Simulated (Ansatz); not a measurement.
ZrP: pressure series

The parent structure is ZrP (space group P6_3/mmc, No. 194; a = 3.6618 Å, c = 12.4836 Å; a cell from a computed database, its experimental status unchecked).

Cell and atoms are relaxed at each pressure.

Computed with plane-wave PAW DFT at the PBEsol level (Ansatz, a first-principles code, 420 eV), spin-orbit coupling left out.

Notes on the quantities. enthalpy: H = E + PV relative to the base's energy.

```json
[
 {"variant": "base", "enthalpy": "–", "lattice parameter a": "3.662 Å", "c/a ratio": "3.409"},
 {"variant": "pressure 0.3 GPa", "enthalpy": "+0.03 eV/atom", "lattice parameter a": "3.659 Å", "c/a ratio": "3.410"},
 {"variant": "pressure 0.7 GPa", "enthalpy": "+0.08 eV/atom", "lattice parameter a": "3.655 Å", "c/a ratio": "3.411"},
 {"variant": "pressure 1.5 GPa", "enthalpy": "+0.17 eV/atom", "lattice parameter a": "3.648 Å", "c/a ratio": "3.413"},
 {"variant": "pressure 3 GPa", "enthalpy": "+0.34 eV/atom", "lattice parameter a": "3.635 Å", "c/a ratio": "3.417"}
]
```

Load acts through the strain it causes; cell and atoms are relaxed under it. Whether these cells are dynamically stable was not tested. All final runs are without spin polarisation.
